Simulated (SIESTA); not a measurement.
A self-consistent single point of MnZn3 (P-6m2, 4 atoms in the cell) with SIESTA.

Level of theory: LDA PW92, numerical atomic orbitals DZP, PseudoDojo LDA standard norm-conserving potentials (rewritten from UPF to PSML) run with SIESTA.

```yaml
crystal:
  lattice:
    - [2.72498, 0.00000, 0.00000]
    - [-1.36249, 2.35990, 0.00000]
    - [0.00000, 0.00000, 8.76211]
  atoms:
    - { symbol: Mn, position: [0.66667, 0.33333, 0.00000], spin: 4.0 }
    - { symbol: Zn, position: [0.66667, 0.33333, 0.50000] }
    - { symbol: Zn, position: [0.33333, 0.66667, 0.24142] }
    - { symbol: Zn, position: [0.33333, 0.66667, 0.75858] }
```
(The spins are starting values, not results.)

Reference input (self-consistent single point, DFT, GGA PBEsol, numerical atomic orbitals DZP, PseudoDojo PBEsol standard norm-conserving potentials (rewritten from UPF to PSML)): XC.functional = GGA; XC.authors = PBEsol; potentials = PseudoDojo PBEsol standard; PAO.BasisSize = DZP; PAO.EnergyShift = 0.01 Ry; MeshCutoff = 400 Ry; kgrid.MonkhorstPack = 11 11 3; OccupationFunction = MP; OccupationMPOrder = 0; ElectronicTemperature = 100 meV; Spin = polarized; DM.InitSpin = [1 +4.00, 2 +0.00, 3 +0.00, 4 +0.00]. This run's input differs from it in these lines:

```diff
@@ -1,2 +1,2 @@
-# files in the folder: Mn.psml Zn.psml (PseudoDojo PBEsol standard)
+# files in the folder: Mn.psml Zn.psml (PseudoDojo LDA standard)
 SystemName  MnZn3
@@ -24,4 +24,4 @@
 
-XC.functional                GGA
-XC.authors                   PBEsol
+XC.functional                LDA
+XC.authors                   PW92
 PAO.BasisSize                DZP
```

Output (repeated stretches shortened):

```
        iscf     Eharris(eV)        E_KS(eV)     FreeEng(eV)     dDmax    Ef(eV) dHmax(eV)
   scf:    1   -19678.642310   -19896.131240   -19896.139618  1.232674  0.386590 58.523321
     spin moment: {S} , |S| = {        0.0        0.0    2.22299 }     2.22299
   scf:    2   -19778.096199   -19949.216823   -19949.229766  1.172701  1.892321 55.642731
     spin moment: {S} , |S| = {        0.0        0.0    2.34215 }     2.34215
   scf:    3   -19999.947680   -19998.834977   -19998.847665  1.267634  0.221370 14.739350
     spin moment: {S} , |S| = {        0.0        0.0    2.60863 }     2.60863
   [... lines left out ...]
     spin moment: {S} , |S| = {        0.0        0.0    2.36115 }     2.36115
   scf:   26   -20008.059768   -20008.059769   -20008.070164  0.000014 -0.887737  0.000347
     spin moment: {S} , |S| = {        0.0        0.0    2.36115 }     2.36115
   scf:   27   -20008.059767   -20008.059768   -20008.070164  0.000010 -0.887728  0.000318
     spin moment: {S} , |S| = {        0.0        0.0    2.36115 }     2.36115
   scf:   28   -20008.059766   -20008.059767   -20008.070164  0.000008 -0.887722  0.000274
     spin moment: {S} , |S| = {        0.0        0.0    2.36115 }     2.36115
SCF Convergence by DM+H criterion
max |DM_out - DM_in|         :     0.0000079462
max |H_out - H_in|      (eV) :     0.0002736324
SCF cycle converged after 28 iterations

Using DM_out to compute the final energy and forces

siesta: E_KS(eV) =           -20008.0598

siesta: E_KS - E_eggbox =    -20008.0598

siesta: Atomic forces (eV/Ang):
     1   -0.000016    0.000009   -0.000000
     2   -0.000041    0.000023    0.000000
     3    0.000005   -0.000003    0.605806
     4    0.000005   -0.000003   -0.605806
   Tot   -0.000048    0.000026    0.000000
   Max    0.605806
   Res    0.247319    sqrt( Sum f_i^2 / 3N )
   Max    0.605806    constrained

Stress tensor Voigt[x,y,z,yz,xz,xy] (kbar):      254.38      254.38      216.57        0.00        0.00       -0.00
(Free)E + p*V (eV/cell)   -20016.5730
   [... lines left out ...]
siesta: FreeEng =    -20008.070164
siesta: Cell volume =         56.346376 Ang**3
siesta:        -241.77276405       -215.75323225  kBar
   [... lines left out ...]

              0.034   0.029   0.040

mulliken: Qtot =       36.319

Mulliken Atomic Populations:
Atom #   charge [q] valence [e]      Sz [e]  Species
     1     0.002968   14.997032    2.601662  Mn
     2     0.018746   19.981254   -0.038242  Zn
     3    -0.010857   20.010857   -0.101135  Zn
     4    -0.010857   20.010857   -0.101135  Zn
 Total    -0.000000                2.361151
```

The run converged in 28 iterations. Against the reference run the pressure goes from -18.82 to -24.18 GPa, the largest force goes from 0.693 to 0.606 eV/Å and the size of the net moment moves little (0.62 to 0.59 μB/atom).

The starting cell comes from a database of computed structures (which also holds hypothetical and non-ambient phases and stackings), without a prior relaxation at this level. With one magnetic atom in the cell only a parallel order is possible. Values carry the incompleteness of an atom-centred basis. With a pressure of about -24 GPa the cell is away from its equilibrium volume at this level.

Cost on one core of a shared machine: roughly 60 s.
